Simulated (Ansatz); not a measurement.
An ideal cubic perovskite cell is held by its symmetry; such compounds can tilt or shift off centre at room temperature. The starting structures come from a database of crystals and need not be the phases stable at ambient conditions.

Given:

```xyz
5
Lattice="5.8390 0.0000 0.0000 0.0000 5.8390 0.0000 0.0000 0.0000 5.8390" Properties=species:S:1:pos:R:3 pbc="T T T"
Cs     0.0000     0.0000     0.0000
Sn     2.9195     2.9195     2.9195
Br     2.9195     0.0000     2.9195
Br     0.0000     2.9195     2.9195
Br     2.9195     2.9195     0.0000
```

Space group of this cell: Pm-3m, cubic perovskite. The cell is taken as given; by PBEsol its mean pressure is -0.8 GPa.

Calculation: PBEsol (plane waves, PAW; Ansatz, an electronic-structure program).

The current runs along the normal of the first two printed vectors; no spin-orbit coupling. Scaled by the factor s: the length along the current (ions clamped). Meshes 6×6×6 and 6×6 across the current in all rows.

| s | mean pressure (GPa) | slowest mid-gap decay constant κ (1/Å) |
|---|---|---|
| 0.97 | -0.1 | 0.024 |
| 1.00 | -0.8 | 0.033 |
| 1.03 | -1.3 | ? |

Question: Take the slope of the slowest mid-gap decay constant κ against ln s from the two given rows, extrapolate to s = 1.03, and say what the run there gives.

Answer: Slope = (0.024 − 0.033) / ln 0.97 = 0.295 1/Å. The line gives 0.033 + (0.295) × ln 1.03 = 0.042 1/Å. The run gives 0.038 1/Å, 0.004 1/Å under the line, 43 % of the predicted step.
